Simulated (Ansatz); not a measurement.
Point defect Ca vacancy + 2 H in rock-salt CaO

The numbers are results of PBE, PAW (plane waves to 420 eV; Ansatz, a first-principles code), not measurements. A 2×2×2 supercell of 64 sites was used; the energies come from a 2×2×2 shifted sampling of its zone. Sites at the start: the Ca site; 2 H on the vacancy's neighbours. Finite-size correction: monopole term and site-potential alignment. Dielectric constants: PBE linear response of the host. Host gap at this level: 3.66 eV. These values are not converged in cell size to better than tenths of an eV. The semilocal functional narrows the gap, so deep levels can fall outside it. Spin–orbit coupling is left out. Each state is the lowest found from its start.

Formation energies E_f are given with the Fermi level at the valence-band maximum. Chemical conditions: O-rich (Δμ(Ca) = -5.89 eV, Δμ(H) = -1.25 eV, bounded by H2O molecule; only phases computed here count, gases as isolated molecules at 0 K). Reference phases: Ca: fcc Ca, H: H2 molecule in a box.

```
charge         moment (μB)  point group  largest move off a lattice site (Å)  image correction with alignment (eV)  E_f, O-rich (eV)
------  ------------------  -----------  -----------------------------------  ------------------------------------  ----------------
+1*                    1.0            –                                 0.17                                     –                 –
0       not spin-polarised          C2v                                 0.18                                  0.00              0.24
−1*                    1.0     near C2v                                 0.18                                     –                 –
```

* At this level the carrier isn't localised at the defect: at charge +1 holes occupy the valence band; at charge −1 electrons occupy the conduction band. Such a state is shallow or no state of the defect, and this cell gives it no level.

Point groups are those of the whole cell at tolerances of 0.03 and 0.1 Å ("near" where only the looser one holds); none is given for unsettled states.

Flagged in the runs: a strain field that reaches the edge of the cell.
